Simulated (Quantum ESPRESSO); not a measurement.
Short convergence ladders for CaMg (Pmm2, 4 atoms in the cell)

```yaml
crystal:
  lattice:
    - [5.69089, 0.00000, 0.00000]
    - [0.00000, 3.90916, 0.00000]
    - [0.00000, 0.00000, 5.71262]
  atoms:
    - { symbol: Ca, position: [0.75000, 0.50000, 0.75418] }
    - { symbol: Ca, position: [0.25000, 0.50000, 0.25457] }
    - { symbol: Mg, position: [0.75000, 0.00000, 0.24229] }
    - { symbol: Mg, position: [0.25000, 0.00000, 0.75771] }
```

Base method: LDA (PZ), GBRV 1.5 ultrasoft (LDA) pseudopotentials (plane waves; Quantum ESPRESSO 7.5).

Base settings: ecutwfc = 40 Ry; ecutrho = 200 Ry; occupations = smearing; smearing = fermi-dirac; degauss = 0.0073499 Ry; potentials = {Ca: ca_lda_v1.uspp.F.UPF, Mg: mg_lda_v1.4.uspp.F.UPF}; K_POINTS = automatic 3 4 3 0 0 0; conv_thr = 1e-09 Ry; mixing_beta = 0.4.

The count of work is k-points × plane waves × bands × iterations; it is no time. Core times come from one kind of shared machine, to one figure; runs under 30 s give none.

**The k-point mesh**

The second cell is the first with its lattice scaled by 0.98.

Only quantities that move along the ladder and can be compared are tabulated.

| K_POINTS | free energy less the last step's (meV/atom) | energy of the compressed cell less the first (meV/atom) | pressure (GPa) | largest difference of a force vector from the last step's (eV/Å) | count of work / last |
|---|---|---|---|---|---|
| automatic 1 2 1 0 0 0 | 249.73 | -44.20 | -4.23 | 0.045 | 0.019 |
| automatic 2 3 2 0 0 0 | 124.11 | -19.25 | -2.29 | 0.037 | 0.064 |
| automatic 3 4 3 0 0 0 | 15.80 | -20.86 | -2.44 | 0.004 | 0.080 |
| automatic 3 5 3 0 0 0 | 9.39 | -20.06 | -2.36 | 0.004 | 0.088 |
| automatic 8 11 8 0 0 0 | 0.00 | -20.20 | -2.38 | 0.000 | 1.0 |

Coarsest K_POINTS that holds the energy of the compressed cell less the first within 0.5 meV/atom of the last step, with all finer ones: automatic 3 5 3 0 0 0, at 0.088 of the last step's count of work; the step before is off by 0.66 meV/atom.

Coarsest K_POINTS that holds the free energy within 5 meV/atom: not settled: the last two steps still differ by 9.4 meV/atom, over half the tolerance, so the ladder does not show it.

Coarsest K_POINTS that holds the pressure within 0.1 GPa of the last step, with all finer ones: automatic 2 3 2 0 0 0, at 0.064 of the last step's count of work; the step before is off by 1.9 GPa.

**The k-point mesh at a smearing width of 0.02 eV**

In this ladder: degauss = 0.00147 Ry.

Only quantities that move along the ladder and can be compared are tabulated.

```tsv
K_POINTS	free energy less the last step's (meV/atom)	pressure (GPa)	largest difference of a force vector from the last step's (eV/Å)	count of work / last
automatic 2 3 2 0 0 0	137.47	-2.34	0.085	0.044
automatic 4 5 4 0 0 0	5.40	-2.42	0.004	0.15
automatic 5 8 5 0 0 0	1.73	-2.40	0.002	0.19
automatic 10 14 9 0 0 0	0.00	-2.40	0.000	1.0
```

Coarsest K_POINTS that holds the free energy within 5 meV/atom of the last step, with all finer ones: automatic 5 8 5 0 0 0, at 0.19 of the last step's count of work; the step before is off by 5.4 meV/atom.

Coarsest K_POINTS that holds the forces within 0.01 eV/Å of the last step, with all finer ones: automatic 4 5 4 0 0 0, at 0.15 of the last step's count of work; the step before is off by 0.085 eV/Å.

Coarsest K_POINTS that holds the pressure within 0.05 GPa of the last step, with all finer ones: automatic 4 5 4 0 0 0, at 0.15 of the last step's count of work; the step before is off by 0.06 GPa.

**The k-point mesh at a smearing width of 0.3 eV**

In this ladder: degauss = 0.02205 Ry.

Only quantities that move along the ladder and can be compared are tabulated.

```tsv
K_POINTS	free energy less the last step's (meV/atom)	pressure (GPa)	largest difference of a force vector from the last step's (eV/Å)	count of work / last	core time / last (rough)
automatic 2 3 2 0 0 0	80.57	-2.14	0.016	0.033	0.08
automatic 4 5 4 0 0 0	-1.99	-2.25	0.001	0.11	0.1
automatic 5 8 5 0 0 0	0.17	-2.24	0.000	0.19	0.1
automatic 10 14 9 0 0 0	0.00	-2.24	0.000	1.0	1
```

Coarsest K_POINTS that holds the pressure within 0.05 GPa of the last step, with all finer ones: automatic 4 5 4 0 0 0, at 0.11 of the last step's count of work and about 0.1 of the last step's time; the step before is off by 0.10 GPa.

Coarsest K_POINTS that holds the forces within 0.005 eV/Å of the last step, with all finer ones: automatic 4 5 4 0 0 0, at 0.11 of the last step's count of work and about 0.1 of the last step's time; the step before is off by 0.016 eV/Å.

Coarsest K_POINTS that holds the free energy within 5 meV/atom of the last step, with all finer ones: automatic 4 5 4 0 0 0, at 0.11 of the last step's count of work and about 0.1 of the last step's time; the step before is off by 81 meV/atom.

On the base run: the starting cell comes from a database of computed structures (which also holds hypothetical and non-ambient phases and stackings), without a prior relaxation at this level. Its lattice was rescaled by up to half a per cent. One atom was moved a little off its site on purpose. Without a gap this mesh is coarse (it stands for a supercell whose shortest vector is 16 Å).
